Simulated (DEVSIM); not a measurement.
Structure: Au/SiO2/p-GaSb capacitor, at 300 K.

Layer 1 from the left is SiO2, thickness (nm) 32.0. Layer 2 from the left is GaSb, thickness (nm) 600, Na (cm⁻³) 9.9e17.

Metal gate on the left, work function 5.1 eV. Fixed charge at the semiconductor interface 0 cm⁻² (in units of +e); no interface traps.

This is a model device: material constants are rounded textbook-type values typed into the input, and sizes, dopings and lifetimes were drawn at random. Values at 300 K.

SiO2: gap (eV) 9, affinity (eV) 0.9, permittivity 3.9. GaSb: gap (eV) 0.726, affinity (eV) 4.06, permittivity 15.7, Nc (cm⁻³) 2.1e17, Nv (cm⁻³) 1.8e19.

Model (solved in DEVSIM): 1D Poisson equation in equilibrium, Boltzmann statistics, complete ionisation; no quantum confinement or tunnelling. Metal contacts follow the ideal Schottky-Mott rule: no Fermi-level pinning, no interface dipoles.

Task: What does the simulation give for the minimum of the low-frequency capacitance, the flat-band voltage?

Result: minimum of the low-frequency capacitance 0.0872 μF/cm²; flat-band voltage 0.39 V.
